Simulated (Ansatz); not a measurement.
Start from CuAu (space group P4/mmm, No. 123; a = 2.869 Å, c = 3.645 Å; relaxed with 0.1 eV smearing). Axes: x, y, z lie along a, b, c of the conventional cell.

Calculations: PBE/PAW in Ansatz (a first-principles code), without spin-orbit coupling.

Before the change:

- Pressure: 0.0 GPa
- Shortest interatomic distance: 2.727 Å
- Band gap: zero

Perturbation: the cell is stretched by 3.00 % along z with no lateral relaxation; the atoms relax in the strained cell.

Q: Estimate the effect on the pressure, shortest interatomic distance, energy relative to the base and band gap.

A: The pressure (mean of the normal stresses, compression positive) goes from zero to -3.8 GPa; the shortest interatomic distance grows by 0.037 Å to 2.764 Å; the energy rises by 6.0 meV/atom; the band gap is still zero.

No phonon test of stability was made. The final runs are not spin-polarised.
